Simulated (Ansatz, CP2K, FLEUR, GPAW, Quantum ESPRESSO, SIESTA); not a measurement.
# One structure in several programs: Cu₂As (P4/nmm, 6 atoms in the cell)

Self-consistent single point.

```xyz
6
Lattice="3.7366 0.0000 0.0000 0.0000 3.7366 0.0000 0.0000 0.0000 5.8218" Properties=species:S:1:pos:R:3 pbc="T T T"
Cu     1.8683     1.8683     0.0000
Cu     0.0000     0.0000     0.0000
Cu     1.8683     0.0000     1.7463
Cu     0.0000     1.8683     4.0755
As     1.8683     0.0000     4.1510
As     0.0000     1.8683     1.6708
```

Shared settings, as Ansatz (a quantum-chemistry and plane-wave program) writes them: kpoints.mp_grid.grid = 7 7 5; scf.occupations.method = fermi_dirac; scf.occupations.width = 0.1 eV. Potentials and cutoffs stand in the table.

```tsv
code	model	pressure (GPa)	largest force (eV/Å)	cutoff
GPAW	LDA (Perdew-Wang 92), GPAW PAW datasets LDA (gpaw-data 1.0.1)	-2.39	0.157	800 eV
Ansatz	LDA (PW92), default PAW files made with PBE	-2.90	0.137	420 eV
Quantum ESPRESSO	LDA (PZ), PSlibrary ultrasoft (LDA) pseudopotentials	-2.35	0.146	55 Ry
CP2K	LDA (Pade form), GPW, DZVP-MOLOPT-SR-GTH basis, GTH-PADE potentials (GTH_POTENTIALS)	-0.48	0.186	grid 600 Ry
FLEUR	LDA (Perdew-Zunger), all-electron FLAPW (FLEUR), scalar-relativistic valence	–	0.151	Kmax 3.8 1/bohr
SIESTA	LDA PW92, numerical atomic orbitals DZP, PseudoDojo LDA standard norm-conserving potentials (rewritten from UPF to PSML)	-1.99	0.339	grid 300 Ry
```

Size of the force on each atom (eV/Å): Sizes of forces hide their directions.

```
code                Cu1    Cu2    Cu3    Cu4    As5    As6
----------------  -----  -----  -----  -----  -----  -----
GPAW              0.000  0.000  0.049  0.049  0.157  0.157
Ansatz            0.000  0.000  0.079  0.079  0.137  0.137
Quantum ESPRESSO  0.000  0.000  0.121  0.121  0.146  0.146
CP2K              0.000  0.000  0.053  0.053  0.186  0.186
FLEUR             0.000  0.000  0.118  0.118  0.151  0.151
SIESTA            0.000  0.000  0.201  0.201  0.339  0.339
```

A dash marks a value that a program does not give, or that is left out as unsure.

No clean gap comes from GPAW, Ansatz, Quantum ESPRESSO, CP2K and SIESTA: levels at the Fermi energy touch, overlap or are partly filled at this smearing.

On Ansatz's run: spin polarisation is off.

The spread over the programs that give each value: pressure within 2.42 GPa; largest force within 0.202 eV/Å.

CP2K and SIESTA use small atom-centred bases, whose incompleteness enters pressures, forces and empty levels differently from a plane-wave cutoff. FLEUR treats all electrons, but the usual bases taken here (sphere radii, linearisation, local orbitals, empty states) were not tested for convergence, so the values are no reference for the others. Ansatz's pressure is given at a fixed set of plane waves, as the other plane-wave codes print theirs; with its correction for the finite basis it is -2.82 GPa. The same LDA comes in different parametrisations, which differ slightly. In the pressure, CP2K (by 1.91) lies more than 1 GPa from the median of the plane-wave programs. In the force vectors, SIESTA (by 0.193) lies more than 0.08 eV/Å from the median of the plane-wave programs.

The starting cell comes from a database of computed structures (which also holds hypothetical and non-ambient phases and stackings), without a prior relaxation at this level. Its lattice was rescaled by a random factor within 2.5 % of one.

Keys are those of Ansatz 0.2.
